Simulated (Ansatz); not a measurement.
The starting structures come from a database of crystals and need not be the phases stable at ambient conditions.

 Where the default PAW files enter, the runs use the earlier of Ansatz's two default sets.

By PBEsol, the system below comes out a metal.

Without scattering a metal conducts by its projected Fermi surface.

Here is the system:

```yaml
crystal:
  lattice:
    - [3.42162, 0.00000, 0.00000]
    - [-1.71081, 2.96321, 0.00000]
    - [0.00000, 0.00000, 5.57956]
  atoms:
    - { symbol: Sb, position: [0.33333, 0.66667, 0.25000] }
    - { symbol: Sb, position: [0.66667, 0.33333, 0.75000] }
```

Space group of this cell: P6_3/mmc, hcp (Mg type). The cell is strained (all lengths scaled by 1.02); by PBEsol its mean pressure is -4.5 GPa.

The current flows along the normal of the first two printed cell vectors, the (001) plane of the conventional cell. No spin-orbit coupling; the value is a mean over 0.1 eV about the Fermi level.

**Question.** Predict the ballistic conductance per area from PBEsol (Ansatz, a program for electronic structure).

**Answer.** 1.1 × 10¹⁵ S/m² for both spins.
